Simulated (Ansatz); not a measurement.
L1₂ (Cu3Au-type) Al₃Sc, treated with B3LYP (VWN-RPA form) (PAW; Ansatz, a first-principles code).

Input:

Ansatz 0.2 input:
```yaml
crystal:
  lattice:
    - [4.0785750793, 0.0, 0.0]
    - [0.0, 4.0785750793, 0.0]
    - [0.0, 0.0, 4.0785750793]
  atoms:
    - { symbol: Sc, position: [0.0, 0.0, 0.0] }
    - { symbol: Al, position: [0.0, 0.5, 0.5] }
    - { symbol: Al, position: [0.5, 0.0, 0.5] }
    - { symbol: Al, position: [0.5, 0.5, 0.0] }
basis:
  ecutwfc: 460
  ecutrho_ratio: 4
  xc_grid: 2
kpoints:
  mp_grid: { grid: [8, 8, 8] }
hamiltonian:
  xc: b3lyp
  dispersion: none
  pseudopotentials: { kind: paw }
scf:
  occupations: { method: fermi_dirac, width: 0.05 }
  convergence: { dr2_threshold: 0.0000000004 }
output:
  forces: true
  stress: true
  eigenvalues: true
```

The run printed, among other lines:

```
WARN output.stress: scf.exx.energy_threshold = 1e-6 eV is looser than the 4e-8 eV advised for a stress under a hybrid functional (1e-8 eV for each atom of the …
Crystal: 4 atoms, lattice volume = 67.846 Å³
Basis set: ecut = 460 eV, 1503 PW (Γ), exchange–correlation on 60×60×60 points (8 copies of the dense FFT grid, shifted against one another)
Bands: 14, of which v1, the nominal top of the filled ones, is band 10 counted from 1 (9 counted from 0)
Symmetry: 48 space group operations
Space group: Pm-3m (ITA 221), of the structure as read, at distance tolerance 4.1e-5 Å
k-points: 35 of 512
Functional: x = 0.1 slater + 0.9 b88, c = 0.19 vwn_rpa + 0.81 lyp, warm-up for x = 0.08 slater + 0.72 b88 + 0.2 exact, c = 0.19 vwn_rpa + 0.81 lyp
SCF iter   1: F=—  HF=-3763.206384 eV  |F-HF|=—  |Δ(HF+E_count)|=         —  Δρ=7.41e-3  dr2=6.89e-2
SCF iter   2: F=—  HF=-3763.195690 eV  |F-HF|=—  |Δ(HF+E_count)|=   1.07e-2  Δρ=2.98e-3  dr2=8.87e-3
  ...
SCF 1 converged in 8 iterations: F = -3763.194743 eV  dr2 = 3.64e-10
Crystal: 4 atoms, lattice volume = 67.846 Å³
Initial density: handed on by an earlier stage of this run
Functional: x = 0.08 slater + 0.72 b88 + 0.2 exact, c = 0.19 vwn_rpa + 0.81 lyp
SCF 2 converged in 7 iterations: F = -3766.104762 eV  dr2 = 1.53e-10
Crystal: 4 atoms, lattice volume = 67.846 Å³
Crystal: 4 atoms, lattice volume = 67.846 Å³
SCF iter   7: F=—  HF=-3766.115198 eV  |F-HF|=—  |Δ(HF+E_count)|=  2.07e-10  Δρ=2.76e-7  dr2=9.96e-10
SCF iter   8: F=-3766.115198 eV  HF=-3766.115198 eV  |F-HF|=3.18e-11  |Δ(HF+E_count)|=   6.31e-9  Δρ=4.23e-7  dr2=1.57e-10
SCF 4 converged in 8 iterations: F = -3766.115198 eV  dr2 = 1.57e-10
Free energy (F): -3766.115198 eV
Internal energy: -3766.111851 eV  (E = F + TS)
E sigma→0 (E₀):  -3766.113524 eV
Fermi energy:    9.622275 eV
--- Forces (eV/Å), atoms counted from 1 ---
  atom   1  Sc     0.00000000     0.00000000    -0.00000000
  atom   2  Al     0.00000000    -0.00000000     0.00000000
  atom   3  Al    -0.00000000    -0.00000000     0.00000000
  atom   4  Al     0.00000000    -0.00000000    -0.00000000
--- Stress (GPa, compression-positive) ---
        2.551725       0.000000       0.000000
        0.000000       2.551725       0.000000
        0.000000       0.000000       2.551725
  P = ⅓ Tr σ = 2.5517 GPa (25.517 kbar)
```

The cell is one volume of an energy–volume scan, off the minimum.

The PAW data were made under PBE.

Note: the run warned that the count of filled bands differs between k points.

It cost around 6 core-minutes (rough) of CPU time.
